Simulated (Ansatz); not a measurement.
Ansatz (a program for electronic structure) run on ZrTiNi2 (P1, 4 atoms in the cell): self-consistent single point.

Method of the run: PBEsol, PAW files made with PBE (plane waves; Ansatz).

The change in words: atoms moved at random. Reference geometry:
```xyz
4
Lattice="4.1003 0.0000 0.0000 0.0000 1.5635 4.8671 0.0000 -1.5635 4.8671" Properties=species:S:1:pos:R:3 pbc="T T T"
Zr     2.0502     0.0000     1.4057
Ti     0.0000     0.0000     8.3911
Ni     0.0000     0.0000     5.6370
Ni     2.0502     0.0000     4.0345
```

Reference input (self-consistent single point, DFT, PBEsol, plane waves, PAW files made with PBE): kpoints.mp_grid.grid = 6 8 8; hamiltonian.xc = pbesol; hamiltonian.pseudopotentials = {kind: paw} (the program's default PAW files); scf.occupations.method = gaussian; scf.occupations.width = 0.1 eV. This run's input differs from it in these lines:

Ansatz 0.2 input:
```diff
@@ -7,6 +7,6 @@
   atoms:
-    - { symbol: Zr, position_ang: [2.050152, 0.000000, 1.405721] }
-    - { symbol: Ti, position_ang: [0.000000, -0.000000, 8.391108] }
-    - { symbol: Ni, position_ang: [0.000000, 0.000000, 5.637000] }
-    - { symbol: Ni, position_ang: [2.050152, 0.000000, 4.034550] }
+    - { symbol: Zr, position_ang: [2.012273, -0.018460, 1.412404] }
+    - { symbol: Ti, position_ang: [0.016520, 0.020898, 8.371591] }
+    - { symbol: Ni, position_ang: [-0.004330, 0.019253, 5.648846] }
+    - { symbol: Ni, position_ang: [2.075836, -0.021690, 4.035538] }
 kpoints:
```

Log, with long lists cut:

```
SCF iter   1: F=—  HF=-18214.977947 eV  |F-HF|=—  |Δ(HF+E_count)|=         —  Δρ=1.03e-1  dr2=5.68e0  ethr=3.10e-3  ⟨swp⟩=4.7  Hψ=22453  notcnv=0
all-band conjugate gradients solve this SCF's bands
preconditioner: auto → Kerker (q_TF=auto, 2.710 Å⁻¹)
SCF iter   2: F=—  HF=-18214.190787 eV  |F-HF|=—  |Δ(HF+E_count)|=   7.87e-1  Δρ=2.85e-2  dr2=8.89e-1  ethr=3.10e-3  ⟨swp⟩=2.5  Hψ=11970  notcnv=0  defer=189
   [... lines left out ...]
SCF iter   7: F=—  HF=-18214.059362 eV  |F-HF|=—  |Δ(HF+E_count)|=   2.38e-5  Δρ=1.78e-4  dr2=2.93e-5  ethr=4.67e-7  ⟨swp⟩=1.2  Hψ=7060  notcnv=0  defer=184
SCF iter   8: F=—  HF=-18214.059372 eV  |F-HF|=—  |Δ(HF+E_count)|=   9.49e-6  Δρ=6.86e-5  dr2=2.77e-6  ethr=4.88e-8  ⟨swp⟩=2.1  Hψ=8271  notcnv=0  defer=184
SCF iter   9: F=—  HF=-18214.059371 eV  |F-HF|=—  |Δ(HF+E_count)|=   3.52e-7  Δρ=1.32e-5  dr2=1.32e-7  ethr=4.61e-9  ⟨swp⟩=2.4  Hψ=10434  notcnv=0  defer=184
SCF iter  10: F=-18214.059371 eV  HF=-18214.059371 eV  |F-HF|=8.53e-9  |Δ(HF+E_count)|=   2.73e-8  Δρ=4.93e-6  dr2=1.31e-8  ethr=1.67e-10  ⟨swp⟩=8.9  Hψ=28775  notcnv=0
SCF 1 converged in 10 iterations: F = -18214.059371 eV  dr2 = 1.31e-8
Free energy (F): -18214.059371 eV
Internal energy: -18214.045726 eV  (E = F + TS)
E sigma→0 (E₀):  -18214.052549 eV
Entropy (-TS):   -0.013645 eV (-3.411 meV/atom)
Fermi energy:    15.017947 eV
--- Forces (eV/Å), atoms counted from 1 ---
  atom   1  Zr     0.25830006     0.14269127    -0.26772011
  atom   2  Ti    -0.10615787    -0.07514886     0.35810661
  atom   3  Ni    -0.01891618    -0.14443475    -0.15548400
  atom   4  Ni    -0.13322586     0.07689215     0.06508767
--- Stress (GPa, compression-positive) ---
       -9.071389       0.053803       0.047568
        0.053803      -6.757560       0.039759
        0.047568       0.039759      -8.088602
  P = ⅓ Tr σ = -7.9725 GPa (-79.725 kbar)
  The stress holds the Pulay correction. Without it, at fixed plane waves, as pw.x and ABINIT print it: P = -8.0057 GPa
```

The run converged in 10 iterations. Against the reference run the free energy goes up by 5.1 meV/atom, the pressure moves little (-7.89 to -7.97 GPa) and the largest force goes from 0.227 to 0.398 eV/Å.

The starting cell comes from a database of computed structures (which also holds hypothetical and non-ambient phases and stackings), without a prior relaxation at this level. Its lattice was rescaled by a random factor within 2.5 % of one. For this run, on top of that: atoms moved at random. Spin polarisation is off. With a pressure of about -8 GPa the cell is away from its equilibrium volume at this level. Ansatz's pressure includes its estimate of the finite-basis (Pulay) stress.
